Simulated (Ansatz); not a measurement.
System: SiNi2 (Pnma, No. 62). Method: r²SCAN-D4 in Ansatz (PAW).

Numerical settings: plane-wave cutoff 500 eV, 8×10×6 k mesh (along the axes of the cell as run), Fermi–Dirac smearing 0.05 eV, no spin polarisation, scalar-relativistic PAW data made under PBE.

Computed at the level's own relaxed cell.

Problem. Predict the volume per atom.

Solution. 
- volume per atom: 10.55 Å³/atom

The run finds no gap.

The computed numbers hold no vibrational or temperature effects.

Computing time: around 16 core-minutes (rough).

Ansatz is a first-principles code.
